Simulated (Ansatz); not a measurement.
## ZnO: pressure series

Base system: ZnO in the wurtzite structure (space group P6_3mc, No. 186; a = 3.2796 Å, c = 5.2933 Å).

Cell and atoms are relaxed at each pressure.

Method: PBE (Ansatz, a program for electronic structure, PAW, no spin-orbit coupling).

Notes on the quantities. enthalpy: H = E + PV relative to the base's energy.

```csv
variant,enthalpy,volume per atom,electron mass,width of the top valence band,band gap
base,–,12.33 Å³,0.14 mₑ (at Γ),1.71 eV,0.74 eV
pressure −2 GPa,-0.16 eV/atom,12.53 Å³,0.13 mₑ (at Γ),___,0.72 eV
pressure −1 GPa,-0.08 eV/atom,12.42 Å³,0.13 mₑ (at Γ),1.69 eV,0.73 eV
pressure 0.9 GPa,+0.07 eV/atom,12.24 Å³,0.14 mₑ (at Γ),1.72 eV,0.75 eV
pressure 2.1 GPa,+0.16 eV/atom,12.13 Å³,0.14 mₑ (at Γ),1.74 eV,0.77 eV
pressure 4.5 GPa,+0.34 eV/atom,11.93 Å³,0.14 mₑ (at Γ),___,0.79 eV
pressure 9 GPa,+0.67 eV/atom,11.60 Å³,0.15 mₑ (at Γ),___,0.83 eV
pressure 22.5 GPa,+1.61 eV/atom,10.82 Å³,0.17 mₑ (at Γ),2.01 eV,0.93 eV
```

Question: What belongs in the blanks?

Answer: 
- pressure −2 GPa, width of the top valence band: 1.67 eV
- pressure 4.5 GPa, width of the top valence band: 1.78 eV
- pressure 9 GPa, width of the top valence band: 1.85 eV

Load acts through the strain it causes; cell and atoms are relaxed under it. Effective masses come from finite differences of ±0.01 Å⁻¹. Stability against distortions was not tested. Measured, ZnO leaves this structure (for rock salt) near 9.1 GPa (temperature not stated; as listed in Datta, Sujoy, Jana, Debnarayan, arXiv (2020)), on rising pressure, with hysteresis.
